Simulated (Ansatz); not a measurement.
**Fermi-surface data of MgB₂ (P6/mmm)**

Data:

```
CELL_PARAMETERS angstrom
      3.06759     0.00000     0.00000
     -1.53379     2.65661     0.00000
      0.00000     0.00000     3.48528
ATOMIC_POSITIONS crystal
  Mg 0.00000 0.00000 0.00000
  B  0.66667 0.33333 0.50000
  B  0.33333 0.66667 0.50000
```

All values below come from PBEsol, rigid bands (plane waves, PAW, scalar-relativistic; Ansatz, a program for electronic structure). Geometry: cell and atoms relaxed with PBEsol.

```
Item                                                                    Value
------------------------------------  ---------------------------------------
density of states at the Fermi level       0.693 states/(eV·cell), both spins
bare Sommerfeld coefficient                         0.54 mJ/(mol of atoms·K²)
Drude plasma energy                              7.2 (x), 7.2 (y), 7.0 (z) eV
root-mean-square Fermi velocity                                     8.9e5 m/s
resistivity times τ                   9.4 (x), 9.4 (y), 10.1 (z) ×10⁻²² Ω·m·s
```

A metal at this level (no band gap); rigid bands, thermally averaged at 300 K, both spins. Spin-orbit coupling is left out. τ is one relaxation time for all states.
